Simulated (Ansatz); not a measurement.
The starting structures come from a database of crystals and need not be the phases stable at ambient conditions.

 Where the default PAW files enter, the runs use the earlier of Ansatz's two default sets.

Inside the gap of an insulator the Bloch states are evanescent, with a wavenumber k + iκ along the transport direction.

Input:

```xyz
8
Lattice="5.0974 0.0286 0.0000 -1.2321 6.6603 0.0000 -0.6160 3.3302 3.8098" Properties=species:S:1:pos:R:3 pbc="T T T"
Tl     0.0000     0.0000     0.0000
As     1.9327     3.3444     0.0000
F      0.5570     2.9483     1.0368
F      2.6923     7.0707     2.7730
F      0.4531     5.9826     2.4315
F      2.7962     4.0365     1.3783
F      2.6240     1.7539     0.3415
F      0.6253     8.2651     3.4683
```

Space group of this cell: R-3. The cell was relaxed by PBE-D3(BJ); by r2SCAN its mean pressure is -3.8 GPa.

Transport runs along the normal of the first two printed cell vectors, the (110) plane of the conventional cell.

No gap correction and no spin-orbit coupling; mid-gap values are interpolated between computed energies.

Task: State the band gap and the smallest decay constant κ at mid-gap according to r2SCAN (Ansatz, a quantum-chemistry and plane-wave program).

Result: Gap 5.26 eV on a 8×8×8 mesh; κ = 0.485 1/Å, at (0.000, 0.500) of the in-plane reciprocal vectors. At the zone centre, at the nearest computed energy, the slowest state has κ = 0.52 1/Å.
